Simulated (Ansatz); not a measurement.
fluorite-type CoSi2 (0 0 1) on cubic HfO2 (0 0 1) (film strained to the substrate, started from cuts of the bulks and a machine-learned relaxation; slabs Hf5O12 and Co4Si8, which can lie off the formulas)

A periodic stack without vacuum, fluorite-type CoSi2 (0 0 1) on cubic HfO2 (0 0 1) (film strained to the substrate, started from cuts of the bulks and a machine-learned relaxation; slabs Hf5O12 and Co4Si8, which can lie off the formulas): substrate slab Hf5O12, film Co4Si8, surface cells [[1, 0], [1, 1]] and [[1, 0], [1, 1]], film strained by -4.9 and -4.9 %, outermost planes O/O and Si/Co as cut, which need not be the usual terminations and can put a slab off its formula.

The start was prepared with a machine-learned potential, and the result is one local minimum, with the in-plane cell held and forces under 0.04 eV/Å; the film can end far from its bulk form.

Calculation: PBE (plane waves to 420 eV, PAW; Ansatz, a program for electronic structure). Scalar-relativistic, without spin–orbit coupling; the runs are not spin-polarised; PBE gaps are too small against experiment. Its k-point mesh 9×9×1, Fermi–Dirac width 0.05 eV.

- interface area = 13.0 Å²
- period = 26.01 Å
- heights between the nearest atoms of the two slabs at the two interfaces = 1.57 and 0.40 Å
- Hf–Si contacts across the interfaces within 1.22 times the sum of covalent radii = 4, mean 3.41 Å
- O–Si contacts across the interfaces within 1.22 times the sum of covalent radii = 3, mean 1.75 Å
- Co–O contacts across the interfaces within 1.22 times the sum of covalent radii = 3, mean 1.91 Å
- Co–Hf contacts across the interfaces within 1.22 times the sum of covalent radii = 2, mean 3.28 Å

```
CELL_PARAMETERS angstrom
      3.60463     0.00052    -0.01788
      0.00011     3.60500    -0.11063
     -1.02936    -0.19410    26.02929
ATOMIC_POSITIONS crystal
  Hf 0.03296 0.98380 0.18166
  Hf 0.49936 0.20449 0.07467
  Hf 0.05244 0.02317 0.38357
  Hf 0.51904 0.50970 0.28293
  Hf 0.58348 0.55089 0.48245
  O  0.52032 0.88347 0.14429
  O  0.00797 0.29178 0.10841
  O  0.78202 0.18913 0.99047
  O  0.43458 0.70467 0.04058
  O  0.53886 0.03774 0.34184
  O  0.03518 0.53397 0.32167
  O  0.04704 0.48750 0.21811
  O  0.54435 0.00029 0.24300
  O  0.59932 0.06388 0.53207
  O  0.09737 0.56213 0.52619
  O  0.06444 0.53694 0.42469
  O  0.56904 0.03851 0.43869
  Co 0.67083 0.62499 0.75647
  Co 0.13474 0.09418 0.64347
  Co 0.71443 0.68487 0.97506
  Co 0.20564 0.15556 0.86852
  Si 0.15306 0.61001 0.70134
  Si 0.65337 0.10988 0.70125
  Si 0.61950 0.08122 0.59554
  Si 0.11896 0.58019 0.59232
  Si 0.21036 0.66923 0.91824
  Si 0.72302 0.16948 0.91876
  Si 0.68716 0.13997 0.81117
  Si 0.18853 0.64013 0.81209
```
